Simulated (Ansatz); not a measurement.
The reference is Lu in the hcp (Mg type) structure (space group P6_3/mmc, No. 194; a = 3.445 Å, c = 5.349 Å).

Calculations: PBEsol (Ansatz, a quantum-chemistry and plane-wave program; PAW; 420 eV plane waves; spin-orbit coupling left out).

For the base:

The lattice parameter a comes out as 3.445 Å and the c/a ratio is 1.553.

Now apply this change: a hydrostatic pressure of 3 GPa.

### Question
How does this affect the lattice parameter a?

### Answer
The lattice parameter a shrinks by 0.061 Å to 3.384 Å.

### Question
Estimate the effect on the c/a ratio.

### Answer
The c/a ratio is nearly the same (1.553 against 1.551).

Load acts through the strain it causes; cell and atoms are relaxed under it. Stability against distortions was not tested.
